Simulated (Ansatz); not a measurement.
The reference is CdS in the wurtzite structure (space group P6_3mc, No. 186; a = 4.1636 Å, c = 6.7672 Å). Axes: x lies along a and z along c of the hexagonal cell.

Perturbation: strain tensor (xx, yy, zz, yz, xz, xy) = (−0.74, −0.21, −0.92, +0.92, +0.18, +0.26) %; the atoms relax in the strained cell.

Method: Ansatz (a first-principles code), r2SCAN, PAW, cutoff 500 eV, spin-orbit coupling left out.

Give the band edges at the high-symmetry points of the new zone, measured from its valence-band maximum.


| point | valence edge (eV) | conduction edge (eV) |
|---|---|---|
| Γ | 0.00 | 1.67 |
| X | -0.78 | 4.19 |
| Y | -0.39 | 3.29 |
| Z | -0.77 | 4.21 |
| R₂ | -1.31 | 3.86 |
| T₂ | -1.28 | 3.85 |
| U₂ | -0.80 | 4.14 |
| V₂ | -1.29 | 3.86 |

The gap is 1.67 eV, direct at Γ.

No phonon test of stability was made. Labels are those of the standard path for the cell's own space group.
